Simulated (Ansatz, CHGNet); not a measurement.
## Ladder of methods for the lattice parameter a of AlB2-type ZrB2

Reference value: 3.17 Å (measured, room temperature, not corrected to a static lattice; as tabulated in Zhang et al. (2020), arXiv:1911.03307).

```tsv
level (code)	value (Å)	difference (%)
CHGNet 0.3.0 (CHGNet)	3.179	+0.28
LDA (Ansatz)	3.133	-1.17
PBE (Ansatz)	3.171	+0.03
PBE-D4 (Ansatz)	3.153	-0.54
r²SCAN (Ansatz)	3.168	-0.06
HSE06 (Ansatz)	3.158	-0.38
PBE0 (Ansatz)	3.158	-0.38
```

The reference is not for a static lattice or low temperature, so close values are not ranked against it.

The measured value isn't corrected to a static lattice, so vibrations enter the comparison. A static lattice is as a rule a little smaller than the measured one.  Cutoffs and k meshes differ between the levels. Ansatz's density-functional and Hartree–Fock values are scalar-relativistic unless marked +SOC, with PAW data made under PBE.

Machine-learned potentials (CHGNet 0.3.0) are trained on DFT data, which may include these solids.

Differences are worked out from the printed values.

Ansatz is an electronic-structure program.
